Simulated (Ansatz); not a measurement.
Base system: La2O3 (space group P-3m1, No. 164; a = 3.940 Å, c = 6.188 Å).

Level of theory: Kohn–Sham DFT with the PBE functional, run in Ansatz (a quantum-chemistry and plane-wave program) with PAW and 420 eV plane waves, spin-orbit coupling left out, earlier PAW set.

For the base:

Band gap: 3.83 eV
Gap character: indirect, L → M

Modification: an isotropic linear strain of −5.06 %; the atoms relax in the strained cell.

What happens to the band gap?

The band gap decreases by 0.13 eV (3.83 eV → 3.70 eV).

What happens to the energy relative to the base?

The energy rises by 169 meV/atom.

Predict the new gap character.

The gap character becomes indirect, K → M (base: indirect, L → M).

Stability against distortions was not tested.
